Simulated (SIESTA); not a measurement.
SIESTA run on ScAu₂ (P1, 3 atoms in the cell): relaxation of cell and atoms.

Computed with LDA PW92, numerical atomic orbitals DZP, PseudoDojo LDA standard norm-conserving potentials (rewritten from UPF to PSML) in SIESTA.

```yaml
crystal:
  lattice:
    - [-1.77209, 1.77209, 4.38851]
    - [1.77209, -1.77209, 4.38851]
    - [1.77209, 1.77209, -4.38851]
  atoms:
    - { symbol: Sc, position: [0.00283, 0.00434, 0.00551] }
    - { symbol: Au, position: [0.65758, 0.66121, 0.99910] }
    - { symbol: Au, position: [0.33959, 0.33445, 0.99540] }
```

Reference input (self-consistent single point, DFT, LDA PW92, numerical atomic orbitals DZP, PseudoDojo LDA standard norm-conserving potentials (rewritten from UPF to PSML)): XC.functional = LDA; XC.authors = PW92; potentials = PseudoDojo LDA standard; PAO.BasisSize = DZP; PAO.EnergyShift = 0.01 Ry; MeshCutoff = 400 Ry; kgrid.MonkhorstPack = 6 6 7; OccupationFunction = FD; ElectronicTemperature = 1160.45 K; MaxSCFIterations = 150; SCF.Mixer.Method = Pulay; SCF.Mixer.Weight = 0.25. This run's input differs from it in these lines:

```diff
@@ -42,2 +42,7 @@
 Diag.ParallelOverK           true
+MD.TypeOfRun                 CG
+MD.Steps                     40
+MD.MaxForceTol               0.02 eV/Ang
+MD.VariableCell              true
+MD.MaxStressTol              0.05 GPa
 WriteForces                  true
```

The program printed (abridged):

```
        iscf     Eharris(eV)        E_KS(eV)     FreeEng(eV)     dDmax    Ef(eV) dHmax(eV)
   scf:    1    -9196.584418    -9300.191090    -9300.269712  0.931504 -1.866182 26.457520
   scf:    2    -9334.046806    -9342.519529    -9342.543811  0.915253 -2.379492 11.385728
   scf:    3    -9346.627609    -9344.890298    -9344.915743  0.501464 -2.566223  5.836283
   scf:    4    -9342.855932    -9344.928453    -9344.964231  0.657956 -3.183498  4.299503
   scf:    5    -9345.355459    -9345.661031    -9345.689478  0.333345 -2.890168  1.517894
   [... 3 lines left out ...]
   scf:    9    -9345.733337    -9345.733325    -9345.763030  0.002284 -2.991149  0.019292
   scf:   10    -9345.733297    -9345.733317    -9345.763042  0.001301 -2.992499  0.001672
   scf:   11    -9345.733320    -9345.733318    -9345.763043  0.000098 -2.992425  0.000022
   scf:   12    -9345.733318    -9345.733318    -9345.763043  0.000003 -2.992424  0.000028
SCF Convergence by DM+H criterion
max |DM_out - DM_in|         :     0.0000028837
max |H_out - H_in|      (eV) :     0.0000277178
SCF cycle converged after 12 iterations

Using DM_out to compute the final energy and forces

siesta: E_KS(eV) =            -9345.7333

siesta: E_KS - E_eggbox =     -9345.7333

siesta: Atomic forces (eV/Ang):
     1   -0.093093   -0.053294   -0.059915
     2   -0.014778    0.053013    0.465886
     3    0.112253    0.003534   -0.400962
   Tot    0.004382    0.003252    0.005010
   Max    0.465886
   Res    0.213062    sqrt( Sum f_i^2 / 3N )
   Max    0.465886    constrained

Stress tensor Voigt[x,y,z,yz,xz,xy] (kbar):      117.80      117.57      110.71       -0.52       -0.24        0.48
(Free)E + p*V (eV/cell)    -9349.7322
Target enthalpy (eV/cell)    -9345.7630

   [... lines left out ...]
siesta: Pressure (static):       -115.36217876  kBar
siesta: Pressure (total):       -115.36217876  kBar
No target stress found, assuming hydrostatic MD.TargetPressure.
Target stress (kBar)
outcell: Cell volume (Ang**3)        :     50.7741
        iscf     Eharris(eV)        E_KS(eV)     FreeEng(eV)     dDmax    Ef(eV) dHmax(eV)
siesta: Pressure (static):          0.42656117  kBar
siesta: Pressure (total):          0.42656117  kBar
outcell: Cell volume (Ang**3)        :     50.7741
siesta: FreeEng =     -9345.951630
   [... lines left out ...]
siesta:    -0.000293   -0.000054   -0.000060
siesta:    -0.000054   -0.000297   -0.000004
siesta:    -0.000060   -0.000004   -0.000209

siesta: Cell volume =         50.774079 Ang**3

siesta: Pressure (static):
siesta:                Solid            Molecule  Units
siesta:           0.00000290          0.00000120  Ry/Bohr**3
siesta:           0.00026624          0.00011048  eV/Ang**3
siesta:           0.42656117          0.17700859  kBar
```

The run converged. 

Summary of the result:
* **Free energy E − TS**: -9345.9516 eV
* **Fermi level (on the code's own zero)**: -2.88 eV
* **Pressure**: 0.04 GPa
* **Largest force (vector length)**: 0.014 eV/Å
* **Final cell**: a = b = 4.941 Å, c = 4.939 Å, α = β = 139.31°, γ = 58.88°
* **Final volume per atom**: 16.92 Å³
* **Relaxation steps**: 21

The starting cell comes from a database of computed structures (which also holds hypothetical and non-ambient phases and stackings), without a prior relaxation at this level. Its atoms were displaced at random from the sites of space group no. 139. Values carry the incompleteness of an atom-centred basis.

Cost on one core of a shared machine: roughly 4 min.
